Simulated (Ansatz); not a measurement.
Take MoS2 in the 2H-MoS2 type structure (space group P6_3/mmc, No. 194; a = 3.173 Å, c = 12.437 Å; layered, stacked along the Cartesian z axis) as the base.

Level of theory: r2SCAN+rVV10 (Ansatz, an electronic-structure program; PAW; 500 eV plane waves; scalar-relativistic without spin-orbit coupling).

Before the change:

- Band gap: 1.01 eV
- Width of the top valence band: 1.68 eV
- Lattice parameter a: 3.173 Å

It is then changed as follows: cell and atoms relaxed at a pressure of 0.9 GPa.

**Question.** Estimate the effect on the band gap.

**Answer.** The band gap falls by 0.08 eV to 0.93 eV.

**Question.** Predict the new width of the top valence band.

**Answer.** The width of the top valence band grows by 0.06 eV, from 1.68 eV to 1.74 eV.

**Question.** Predict the new lattice parameter a.

**Answer.** The lattice parameter a drops by 0.007 Å, from 3.173 Å to 3.166 Å.

Load acts through the strain it causes; cell and atoms are relaxed under it. Whether these cells are dynamically stable was not tested.
